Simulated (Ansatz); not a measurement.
Results of G0W0@PBEsol (Ansatz, a program for electronic structure, plane waves, hard PAW, contour deformation) for LiSiN (model structure, started from the NaSnP type, P6₃mc, No. 186, 6 atoms in the cell).

The same calculation (at the PBEsol cell, 10.556 Å³/atom) with different numerical settings; throughout: k mesh 3×3×1:

```tsv
run	response cutoff (eV)	empty bands	quasiparticle gap on the mesh (eV)	quasiparticle gap at Γ (eV)	rough time
1	100	264	1.789	5.565	40 core-s
2	150	485	1.812	5.624	80 core-s
3	200	747	1.816	5.643	3 core-min
4	250	1044	1.817	5.650	8 core-min
5	300	1373	1.817	5.654	20 core-min
6	400	2114	1.818	5.657	30 core-min
```

In the column quasiparticle gap at Γ (eV) the first row differs from the last by -0.092 and the next to last by -0.003.

The last row is no converged limit: other settings stay fixed.

A model structure was made by putting elements into a prototype or built by hand; it is no filed structure, need not be a known phase, and can be a saddle point held by its symmetry.
